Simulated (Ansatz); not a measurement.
System: cubic perovskite BaLiF3. Method: PBEsol (plane waves, PAW; Ansatz, an electronic-structure program).

Numerical settings: plane-wave cutoff 520 eV, 8×8×8 k mesh, Fermi–Dirac smearing 0.01 eV, scalar-relativistic PAW data made under PBE.

Response to compression and expansion:

```json
[
 {"V (Å³/atom)": "11.662", "P (GPa)": "5.60", "direct gap at Γ (eV)": "6.692"},
 {"V (Å³/atom)": "11.910", "P (GPa)": "3.51", "direct gap at Γ (eV)": "6.668"},
 {"V (Å³/atom)": "12.158", "P (GPa)": "1.65", "direct gap at Γ (eV)": "6.643"},
 {"V (Å³/atom)": "12.406", "P (GPa)": "0.00", "direct gap at Γ (eV)": "6.616"},
 {"V (Å³/atom)": "12.654", "P (GPa)": "-1.48", "direct gap at Γ (eV)": "6.587"},
 {"V (Å³/atom)": "12.903", "P (GPa)": "-2.80", "direct gap at Γ (eV)": "6.558"},
 {"V (Å³/atom)": "13.151", "P (GPa)": "-3.97", "direct gap at Γ (eV)": "6.528"}
]
```

A straight line through the gaps at Γ against ln V gives a volume deformation potential dE_g(Γ)/d ln V of -1.4 eV: the gap at Γ widens under compression.

Note: the relaxation could not lower the start's symmetry, so the cell can be a saddle point above a distorted one.

Spin–orbit coupling is not included.
